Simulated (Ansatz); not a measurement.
```xyz
21
Lattice="21.0000 0.0000 0.0000 0.0000 14.5000 0.0000 0.0000 0.0000 5.7093" Properties=species:S:1:pos:R:3 pbc="T T T"
Se     5.4288     5.5873     3.7687
W      6.0363     7.2500     2.0714
Se     5.4288     8.9127     3.7687
Se     7.1827     5.3872     0.8621
W      7.0777     7.2500     4.8806
Se     7.1827     9.1128     0.8621
Se     8.8066     5.6359     3.8058
W      8.7954     7.2500     1.8239
Se     8.8066     8.8641     3.8058
Se    10.5000     5.5422     0.9675
W     10.5000     7.2500     4.8108
Se    10.5000     8.9578     0.9675
Se    12.1934     5.6359     3.8058
W     12.2046     7.2500     1.8239
Se    12.1934     8.8641     3.8058
Se    13.8173     5.3872     0.8621
W     13.9223     7.2500     4.8806
Se    13.8173     9.1128     0.8621
Se    15.5712     5.5873     3.7687
W     14.9637     7.2500     2.0714
Se    15.5712     8.9127     3.7687
```

These are PBE (plane waves to 420 eV, PAW; Ansatz, a program for electronic structure) values and carry that method's errors. Mesh 1×1×6. No spin polarisation, so a magnetic state wasn't tested. Periodic along z alone, with about 11 Å of vacuum beside it. A hypothetical model, cut from the flat sheet. Symmetry and one short period hold its shape; lower forms weren't sought. Values not marked SOC lack spin–orbit coupling.

**Question.** Tabulate the two highest filled and two lowest empty levels along the axis, from the valence top.

**Answer.** 
```json
[
 {"k (2π/c)": "0.000", "v2 (eV)": "-0.24", "v1 (eV)": "-0.02", "c1 (eV)": "0.43", "c2 (eV)": "0.61"},
 {"k (2π/c)": "0.042", "v2 (eV)": "-0.24", "v1 (eV)": "-0.01", "c1 (eV)": "0.44", "c2 (eV)": "0.61"},
 {"k (2π/c)": "0.083", "v2 (eV)": "-0.23", "v1 (eV)": "0.00", "c1 (eV)": "0.48", "c2 (eV)": "0.61"},
 {"k (2π/c)": "0.125", "v2 (eV)": "-0.20", "v1 (eV)": "0.00", "c1 (eV)": "0.53", "c2 (eV)": "0.63"},
 {"k (2π/c)": "0.167", "v2 (eV)": "-0.18", "v1 (eV)": "-0.01", "c1 (eV)": "0.59", "c2 (eV)": "0.67"},
 {"k (2π/c)": "0.208", "v2 (eV)": "-0.15", "v1 (eV)": "-0.03", "c1 (eV)": "0.66", "c2 (eV)": "0.74"},
 {"k (2π/c)": "0.250", "v2 (eV)": "-0.12", "v1 (eV)": "-0.05", "c1 (eV)": "0.71", "c2 (eV)": "0.71"},
 {"k (2π/c)": "0.292", "v2 (eV)": "-0.10", "v1 (eV)": "-0.07", "c1 (eV)": "0.68", "c2 (eV)": "0.70"},
 {"k (2π/c)": "0.333", "v2 (eV)": "-0.09", "v1 (eV)": "-0.08", "c1 (eV)": "0.65", "c2 (eV)": "0.67"},
 {"k (2π/c)": "0.375", "v2 (eV)": "-0.12", "v1 (eV)": "-0.06", "c1 (eV)": "0.62", "c2 (eV)": "0.64"},
 {"k (2π/c)": "0.417", "v2 (eV)": "-0.15", "v1 (eV)": "-0.05", "c1 (eV)": "0.60", "c2 (eV)": "0.62"},
 {"k (2π/c)": "0.458", "v2 (eV)": "-0.15", "v1 (eV)": "-0.04", "c1 (eV)": "0.59", "c2 (eV)": "0.60"},
 {"k (2π/c)": "0.500", "v2 (eV)": "-0.15", "v1 (eV)": "-0.04", "c1 (eV)": "0.59", "c2 (eV)": "0.60"}
]
```
